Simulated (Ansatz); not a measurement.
Take Pb in the fcc (Cu type) structure (space group Fm-3m, No. 225; a = 4.9341 Å; relaxed with 0.1 eV smearing) as the base. Axes: x, y, z lie along the cube axes.

All numbers come from DFT with PBEsol, PAW potentials and a 420 eV plane-wave cutoff in Ansatz (an electronic-structure program), spin-orbit coupling left out.

Strains are applied to the cell and any free atomic positions relax; under biaxial strain the out-of-plane vector relaxes too.

One change was made to it. Results:

The energy increases by 1.6 meV/atom; the pressure (mean of the normal stresses, compression positive) goes from zero to 0.8 GPa; the shortest interatomic distance falls by 0.029 Å, from 3.489 Å to 3.460 Å; the band gap remains zero.

Task: Name the change that was made.
A) uniaxial strain ε_yy = −1.69 %
B) tensor shear ε_xy = +3.00 %
C) biaxial strain +1.17 %, plane normal [111], relaxed out of plane
D) biaxial strain −0.68 %, plane normal [001], relaxed out of plane

Result: A, uniaxial strain ε_yy = −1.69 %. For comparison, the pressure in the other runs: tensor shear ε_xy = +3.00 % gives 0.2 GPa; biaxial strain +1.17 %, plane normal [111], relaxed out of plane gives -0.6 GPa; biaxial strain −0.68 %, plane normal [001], relaxed out of plane gives 0.2 GPa.

Whether these cells are dynamically stable was not tested.
